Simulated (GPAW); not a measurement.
## Equation of state of zinc-blende MgTe (space group 216): energy against volume (GPAW, LDA)

```
CELL_PARAMETERS angstrom
      0.00000     3.08515     3.08515
      3.08515     0.00000     3.08515
      3.08515     3.08515     0.00000
ATOMIC_POSITIONS crystal
  Mg 0.00000 0.00000 0.00000
  Te 0.75000 0.75000 0.75000
```

Computed with LDA (Perdew-Wang 92), GPAW PAW datasets LDA (gpaw-data 1.0.1) (plane waves; GPAW). Settings: mode = pw; ecut = 780 eV; xc = LDA; kpts = 9 9 9; mesh shift (steps) = 0 0 0; occupations.name = fermi-dirac; occupations.width = 0.01 eV; nbands = -6; convergence.density = 1e-05 e/electron; convergence.energy = 1e-05 eV/electron; convergence.bands = -4; symmetry.symmorphic = false; symmetry.tolerance = 0.0005; maxiter = 100. The cell above is the first row's. The rows scale it uniformly. In all rows fractional positions and the k mesh are held. E is the free energy at the stated smearing, counted from the lowest row.

| V (Å^3/atom) | E (meV/atom) |
|---|---|
| 29.365 | ? |
| 30.003 | 21.36 |
| 30.642 | 10.42 |
| 31.280 | 3.47 |
| 31.918 | 0.11 |
| 32.557 | 0.00 |
| 33.195 | 2.81 |
| 33.834 | 8.27 |
| 34.472 | 16.11 |

Task: Fit E against V with the third-order Birch-Murnaghan form, a cubic in V^(-2/3), and predict the withheld value at V = 29.365.

Result: With u = V^(-2/3) - 0.0988, the rows have u = 0.0047675, 0.0033226, 0.0019292, 0.0005824, -0.0007223, -0.0019830, -0.0032059, -0.0043891. Least squares gives E = -0.318 + 215.0·u + 905126·u² + 756410·u³. Residuals (row less fit): -0.002, 0.004, -0.001, -0.004, 0.001, 0.001, -0.001, -0.001; standard error 0.003 (degrees of freedom: 4). Its minimum lies at u = -0.0001188, so V0 = (0.0986812)^(-3/2) = 32.26. There d²E/du² = 1810000 and d³E/du³ = 4538000, so B0 = (4/9) × 32.26^(-7/3) × 1810000 × 0.160218 = 38.9 GPa (the last factor turns the table's units into GPa), and B0' = 4 + (2/3) × 0.0986812 × (4538000)/1810000 = 4.2. The program's pressures in the fitted runs (not shown) pass through zero at V = 32.26, 0.00 % from this V0. At the withheld row, u = 0.0062622, so E = -0.318 + 215.0 × 0.0062622 + 905126 × 0.0062622² + 756410 × 0.0062622³ = 36.709 meV/atom. The calculation gives 36.71 meV/atom, which the fit meets to the printed digits. The row lies outside the fitted rows, so this is an extrapolation. From the scatter of the fitted rows alone, a prediction at this place has a standard error of 0.009 meV/atom, so the miss is 0.1 times that.

Carrying the step between the two nearest rows on in a straight line would have given 32.28, off by 4.43; series whose last step already gives the withheld value aren't shown. The scan was laid around a cell of about the measured size, scaled by a guess for this functional. This is a metastable polymorph. The runs keep the symmetry of the cell, so they don't test it for distortions. Spin-orbit coupling is off. Cutoffs and mesh are single choices, not tested for convergence of this quantity. Series with a scatter that would blur these digits, or in which a gap closes, are not shown. Nor are scans whose minimum lies at an end fitted in this form.
